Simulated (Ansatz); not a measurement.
The starting structures come from a database of crystals and need not be the phases stable at ambient conditions.

 Where the default PAW files enter, the runs use the earlier of Ansatz's two default sets.

## Evanescent states of K₂NaYF₆ (Fm-3m, not sure to be the ambient phase, 10 atoms a cell, 17.7 Å³ an atom, -3 GPa at this level) along the normal of (111)

Computed with r2SCAN (plane waves, PAW; Ansatz, a first-principles code).

The gap is the functional's own, uncorrected, and κ follows it; spin-orbit coupling is left out. Mid-gap values are interpolated between the computed energies.

Energies count from the valence-band top; κ is the least over a 6×6 mesh across the current.

| E (eV) | κ (1/Å) | where |
|---|---|---|
| 0.16 | 0.315 | Γ |
| 0.48 | 0.411 | Γ |
| 0.80 | 0.472 | Γ |
| 1.12 | 0.514 | Γ |
| 1.44 | 0.543 | Γ |
| 1.76 | ? | Γ |
| 2.08 | ? | Γ |
| 2.40 | ? | Γ |
| 2.72 | ? | Γ |
| 3.04 | ? | Γ |
| 3.36 | ? | Γ |
| 3.68 | ? | Γ |
| 4.00 | ? | Γ |
| 4.32 | ? | Γ |
| 4.64 | ? | Γ |
| 4.96 | ? | Γ |
| 5.28 | ? | Γ |
| 5.60 | 0.428 | Γ |
| 5.92 | 0.386 | Γ |
| 6.24 | 0.333 | Γ |
| 6.56 | 0.264 | Γ |
| 6.88 | 0.160 | Γ |

Q: Fill in the missing entries.

A: 
- 1.76, κ (1/Å): 0.563
- 2.08, κ (1/Å): 0.577
- 2.40, κ (1/Å): 0.584
- 2.72, κ (1/Å): 0.586
- 3.04, κ (1/Å): 0.585
- 3.36, κ (1/Å): 0.579
- 3.68, κ (1/Å): 0.569
- 4.00, κ (1/Å): 0.556
- 4.32, κ (1/Å): 0.539
- 4.64, κ (1/Å): 0.519
- 4.96, κ (1/Å): 0.494
- 5.28, κ (1/Å): 0.464
